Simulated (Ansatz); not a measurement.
Here is the system:

```xyz
2
Lattice="0.0000 2.3661 2.4016 2.3661 0.0000 2.4016 2.3661 2.3661 0.0000" Properties=species:S:1:pos:R:3 pbc="T T T"
B      0.0000     0.0000     0.0000
As     1.1830     1.1830     1.2008
```

No spin polarisation.

Method: plane-wave PAW DFT at the LDA level (Ansatz, a first-principles code, 420 eV), no spin-orbit coupling. Settings: 12×12×12 k-points, 0.05 eV Fermi–Dirac smearing.

**Question.** Predict the gap character.

**Answer.** Indirect, Γ → Γ–X (82 % along).

**Question.** What is the computed valence-band top at Γ (three highest levels, from the VBM)?

**Answer.** 0.00, 0.00, -0.15 eV.

**Question.** Estimate the smallest direct gap.

**Answer.** 3.19 eV.

The cells carry an imposed strain or load. No phonon test of stability was made. The cell was made from BAs in the zinc blende structure (space group F-43m, No. 216) by this change: uniaxial strain ε_zz = +1.50 %.
